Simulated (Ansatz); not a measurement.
Base system: MoP in the CsCl type structure (space group Pm-3m, No. 221; a = 2.975 Å; a hypothetical phase, not in the database extracts checked; relaxed with 0.1 eV smearing). Axes: x, y, z lie along the cube axes.

Computed with PBEsol in Ansatz (plane waves to 420 eV, PAW, no SOC).

A first run, uniaxial strain ε_yy = −1.16 %, gives secant values C11 ≈ 500 GPa and C12 ≈ 150 GPa from its stress. A second run applies isotropic strain +1.48 %.

### Question
What does linear elasticity predict for the bulk modulus −ΔP/(ΔV/V₀) in the second run, and what does the run give?

### Answer
Linear elasticity: (C11 + 2 C12)/3 = 270 GPa. The run gives 230 GPa; any difference comes from nonlinear terms at these strains and numerical noise.

Stability against distortions was not tested. The final runs are not spin-polarised.

Ansatz is a program for electronic structure.
